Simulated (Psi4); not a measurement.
Psi4 1.11, BP86/def2-svp: Hf(OtBu)(H)3 (CC(C)(C)[O][HfH3]), 18 atoms. The geometry is a generated start, not checked to be a minimum at this level.

```json
{
 "task": "energy",
 "method": "bp86",
 "basis": "def2-svp",
 "memory": "3 GB",
 "maxiter": "100",
 "keys_of_the_molecule_block": "symmetry c1",
 "scf_type": "df (default)",
 "e_convergence": "1e-06 (default)",
 "d_convergence": "1e-06 (default)",
 "dft_radial_points": "75 (default)",
 "dft_spherical_points": "302 (default)",
 "effective_core_potentials": "those of the basis set, past Kr",
 "basis_functions": "162",
 "grid_points": "381337"
}
```

```xyz
18

Hf     0.4651     1.6195    -1.9258
O     -0.0522     1.1434    -0.1012
C     -0.1380    -0.1208     0.4804
C      1.1119    -0.9468     0.1100
C     -0.2154     0.0215     2.0116
C     -1.4051    -0.8329    -0.0317
H      1.0372    -1.9574     0.5039
H      1.9991    -0.4731     0.5288
H      1.2143    -0.9941    -0.9792
H      0.6819     0.5126     2.3813
H     -0.3119    -0.9532     2.4831
H     -1.0725     0.6353     2.2782
H     -1.3602    -0.9305    -1.1187
H     -2.2801    -0.2403     0.2285
H     -1.5043    -1.8208     0.4134
H     -0.4965     3.1487    -2.2331
H      0.0369     0.2803    -3.1334
H      2.2897     1.9084    -1.8962
```

Charge 0 and multiplicity 1 are set for this test and not shown to be the ground state.

With the defaults (diis = true, scf_initial_accelerator = adiis, damping_percentage = 0, diis_max_vecs = 10, soscf = false, soscf_start_convergence = 0.01, guess = auto, which took SAD, diis_start = 1) it converges in 10 SCF iterations. One run each on 2 threads, with these changes:
- diis_max_vecs = 3
- diis_start = 4
- guess = huckel
- soscf = true
- scf_initial_accelerator = none
- diis_max_vecs = 6
- soscf = true, soscf_start_convergence = 0.1
- diis = false, scf_initial_accelerator = none, damping_percentage = 60
- guess = sapgau

Question: Which of these changes keep the SCF from converging, or lead it to another solution?

Answer: No convergence: diis = false, scf_initial_accelerator = none, damping_percentage = 60 (the run ends without SCF convergence in 100 iterations). The rest reach the solution of the defaults.

| setting | SCF iterations | JK calls | end |
|---|---|---|---|
| soscf = true, soscf_start_convergence = 0.1 | 8 | 34 | same solution |
| soscf = true | 8 | 29 | same solution |
| the defaults | 10 | 11 | same solution |
| diis_max_vecs = 6 | 11 | 12 | same solution |
| scf_initial_accelerator = none | 11 | 12 | same solution |
| guess = huckel | 13 | 39 | same solution |
| guess = sapgau | 16 | 16 | same solution |
| diis_start = 4 | 19 | 20 | same solution |
| diis_max_vecs = 3 | 30 | 31 | same solution |
| diis = false, scf_initial_accelerator = none, damping_percentage = 60 | 100 | 101 | no convergence |

An SOSCF iteration holds several JK calls; a Hückel guess adds calls on atoms. 1 further run of the study ended by our limits or in an error and is left out.
